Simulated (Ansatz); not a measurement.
# Sensitivity of a calculation on CsPbBr₃ (Pm-3m, 5 atoms in the cell) to its settings

```
CsPbBr3
1.0
    5.92900     0.00000     0.00000
    0.00000     5.92900     0.00000
    0.00000     0.00000     5.92900
Cs Pb Br
1 1 3
Cartesian
  0.00000   0.00000   0.00000
  2.96450   2.96450   2.96450
  2.96450   2.96450   0.00000
  0.00000   2.96450   2.96450
  2.96450   0.00000   2.96450
```

Base run A: PBE0, default PAW files made with PBE (Ansatz, an electronic-structure program), self-consistent single point.

Its settings: basis.ecutwfc = 420 eV; kpoints.mp_grid.grid = 3 3 3; kpoints.mp_grid.shift = 0.5 0.5 0.5; hamiltonian.xc = pbe0; hamiltonian.pseudopotentials = {kind: paw} (the program's default PAW files); scf.occupations.method = fermi_dirac; scf.occupations.width = 0.02 eV.

The starting cell comes from a database of computed structures (which also holds hypothetical and non-ambient phases and stackings), without a prior relaxation at this level. Its lattice was rescaled by a random factor within 2.5 % of one. Ansatz's pressure includes its estimate of the finite-basis (Pulay) stress. A gap is left out here, as mesh or smearing make it unsure.

ΔF is the free energy per atom less that of run A. A dash stands where there is no value to compare (another energy zero or no entropy term, no result, no spin, no clean gap, or a mesh too coarse for one). Absolute energies have different zeros for different potentials, functionals, Hubbard and dispersion terms and are not compared across them.

Runs D sample the zone with one or two k-points, far too few for so small a cell.

Runs:
- B: hamiltonian.xc: pbe0 → pbesol [PBEsol]
- C: hamiltonian.xc: pbe0 → hse06 [HSE06]
- D: kpoints.mp_grid.grid: 3 3 3 → 1 1 1; kpoints.mp_grid.shift: 0.5 0.5 0.5 → default
- E: scf.convergence.dr2_threshold: default (1e-07 eV) → 1e-08 eV
- F: scf.mixing.preconditioner: default (the program chose none) → kerker; scf.mixing.q_tf: default → 1.5
- G: scf.mixing.algorithm: default (the program chose MSR1) → anderson; scf.mixing.beta: default → 0.7

```json
[
 {"run": "A", "ΔF (meV/atom)": "0.00", "pressure (GPa)": "0.64", "k-points": "4"},
 {"run": "B", "ΔF (meV/atom)": "–", "pressure (GPa)": "-0.27", "k-points": "4"},
 {"run": "C", "ΔF (meV/atom)": "–", "pressure (GPa)": "0.65", "k-points": "4"},
 {"run": "D", "ΔF (meV/atom)": "-766.0", "pressure (GPa)": "-2.76", "k-points": "1"},
 {"run": "E", "ΔF (meV/atom)": "0.00", "pressure (GPa)": "0.64", "k-points": "4"},
 {"run": "F", "ΔF (meV/atom)": "0.00", "pressure (GPa)": "0.64", "k-points": "4"},
 {"run": "G", "ΔF (meV/atom)": "0.00", "pressure (GPa)": "0.63", "k-points": "4"}
]
```

Run B against A: The pressure goes from 0.64 to -0.27 GPa.

Run D against A: The free energy goes down by 766 meV/atom and the pressure goes from 0.64 to -2.76 GPa.

Run F against A: The free energy hardly moves (within 1 meV/atom) and the pressure stays at 0.64 GPa.

Keys are those of Ansatz 0.2.
